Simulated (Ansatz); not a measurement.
# A computed series for TiAl3: response to strain

The parent structure is TiAl3 (space group I4/mmm, No. 139; a = 3.8181 Å, c = 8.5439 Å; relaxed with 0.1 eV smearing). Axes: x, y, z lie along a, b, c of the conventional cell.

Strains are applied to the cell and any free atomic positions relax.

Levels (all Ansatz, a program for electronic structure, PAW, earlier PAW set): PBEsol (420 eV, no spin-orbit coupling); r2SCAN (500 eV, scalar-relativistic without spin-orbit coupling); PBEsol+SOC (420 eV, with spin-orbit coupling).

Pressures by level, all at the geometries relaxed with PBEsol:

```json
[
 {"case": "base", "PBEsol": "0.0 GPa", "r2SCAN": "0.6 GPa", "PBEsol+SOC": "0.0 GPa"},
 {"case": "isotropic strain −3.04 %", "PBEsol": "12.4 GPa", "r2SCAN": "…", "PBEsol+SOC": "12.4 GPa"},
 {"case": "uniaxial strain ε_xx = −1.11 %", "PBEsol": "1.3 GPa", "r2SCAN": "2.0 GPa", "PBEsol+SOC": "1.3 GPa"},
 {"case": "uniaxial strain ε_yy = +1.99 %", "PBEsol": "-2.1 GPa", "r2SCAN": "-1.6 GPa", "PBEsol+SOC": "-2.1 GPa"},
 {"case": "strain tensor (xx, yy, zz, yz, xz, xy) = (+0.39, −2.39, −2.21, +1.47, −0.21, +0.09) %", "PBEsol": "5.3 GPa", "r2SCAN": "6.2 GPa", "PBEsol+SOC": "–"},
 {"case": "tensor shear ε_xz = +0.98 %", "PBEsol": "0.1 GPa", "r2SCAN": "…", "PBEsol+SOC": "0.1 GPa"}
]
```

**Question.** Some entries are withheld; estimate them.

**Answer.** 
- isotropic strain −3.04 %, r2SCAN: 13.7 GPa
- tensor shear ε_xz = +0.98 %, r2SCAN: 0.7 GPa

Single points use the geometry relaxed with PBEsol. Their cutoffs differ, which shifts pressures a little. The spin-orbit shifts are approximate. Stability against distortions was not tested. The runs without spin-orbit coupling are not spin-polarised.
